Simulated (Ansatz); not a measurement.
The reference is Pb in the fcc (Cu type) structure (space group Fm-3m, No. 225; a = 4.931 Å).

Level of theory: Ansatz (a first-principles code), PBEsol, PAW, cutoff 420 eV, no SOC.

Before the change:

```
Item                  Result
-------------------  -------
Lattice parameter a  4.931 Å
```

One thing is altered: full substitution Pb → Pt; the structure is relaxed again.

Tabulated Pauling electronegativity and covalent radius: Pb 2.33, 1.46 Å; Pt 2.28, 1.36 Å.

### Question
How does this affect the lattice parameter a?

### Answer
The lattice parameter a shrinks by 1.013 Å (4.931 Å → 3.918 Å).

No phonon test of stability was made. The final runs are not spin-polarised.
